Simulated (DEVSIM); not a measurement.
Structure: Ti/SiO2/p-Ge capacitor, at 300 K.

Layer 1 from the left is SiO2, thickness (nm) 1.60. Layer 2 from the left is Ge, thickness (nm) 2500, Na (cm⁻³) 5.6e16.

Metal gate on the left, work function 4.33 eV. Fixed charge at the semiconductor interface -1.2e10 cm⁻² (in units of +e); no interface traps.

This is a model device: material constants are rounded textbook-type values typed into the input, and sizes, dopings and lifetimes were drawn at random. Values at 300 K.

SiO2: gap (eV) 9, affinity (eV) 0.9, permittivity 3.9. Ge: gap (eV) 0.664, affinity (eV) 4, permittivity 16, Nc (cm⁻³) 1.04e19, Nv (cm⁻³) 6e18.

Q: Estimate by hand the flat-band voltage, the threshold voltage, and compare with a numerical solution.

A: 
- Flat-band voltage: C = 2.16 μF/cm², work-function difference -0.213 V; VFB = φms − qNf/C = -0.21 V; numerical -0.21 V.
- Threshold voltage: φF = 0.204 V, depletion charge √(4εqNφF) = 1.02e-7 C/cm²; VT = VFB + 2φF + Qd/C = 0.24 V; numerical 0.24 V.

DEVSIM, 1D Poisson equation in equilibrium, Boltzmann statistics, complete ionisation; no quantum confinement or tunnelling. Metal contacts follow the ideal Schottky-Mott rule: no Fermi-level pinning, no interface dipoles.
